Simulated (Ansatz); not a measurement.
A computed series for Hf: element substitutions

Take Hf in the hcp (Mg type) structure (space group P6_3/mmc, No. 194) as the base.

Space group P6₃/mmc (No. 194); a = 3.198 Å, b = 3.198 Å, c = 5.047 Å, α = 90.00°, β = 90.00°, γ = 120.00°

```tsv
atom	site	symmetry	x	y	z
Hf	2d	-6m2	0.6667	0.3333	0.2500
```

Each row replaces one element on all its sites; cell and atoms are relaxed.

Level of theory: r2SCAN (Ansatz, a first-principles code; PAW; 500 eV plane waves; no spin-orbit coupling), earlier PAW set.

Candidates:
(a) Hf → Ti
(b) Hf → Ca
(c) Hf → V
(d) Hf → Ta

Base values:

```
Quantity   Result
---------  ------
c/a ratio   1.578
```

Q: Order them by c/a ratio, highest first.

A: (c) Hf → V (1.797), (d) Hf → Ta (1.774), (b) Hf → Ca (1.644), (a) Hf → Ti (1.579)

Stability against distortions was not tested. For V and Ta in this form, whether it has been made was not checked. Seeded moments were not kept for Hf → V. The final runs are not spin-polarised. This is not the structure that Ca has at room temperature and ambient pressure. This is not the structure that V has at room temperature and ambient pressure. This is not the structure that Ta has at room temperature and ambient pressure.
